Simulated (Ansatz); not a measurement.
Base system: InP in the zinc blende structure (space group F-43m, No. 216; a = 5.907 Å). Axes: x, y, z lie along the cube axes.

Modification: the cell is compressed by 1.15 % along y with no lateral relaxation, atoms relaxed at fixed cell.

Levels (all Ansatz, a program for electronic structure, PAW): r2SCAN (500 eV, no SOC); HSE06+SOC (420 eV, spin-orbit coupling included).

The geometry is relaxed with r2SCAN.

```
Quantity                                     Result
----------------------------  ---------------------
r2SCAN band gap                             1.06 eV
r2SCAN valence-band top at Γ  0.00, -0.06, -0.06 eV
```

Task: Predict the band gap and valence-band top at Γ from HSE06+SOC.

Result: The band gap grows by 0.31 eV, from 1.06 eV to 1.37 eV; the valence-band top at Γ (three highest Kramers pairs, from the VBM) goes from 0.00, -0.06, -0.06 eV to 0.00, -0.04, -0.15 eV.

Single points use the geometry relaxed with r2SCAN. The spin-orbit shifts are approximate. The cells carry an imposed strain or load. No phonon test of stability was made.
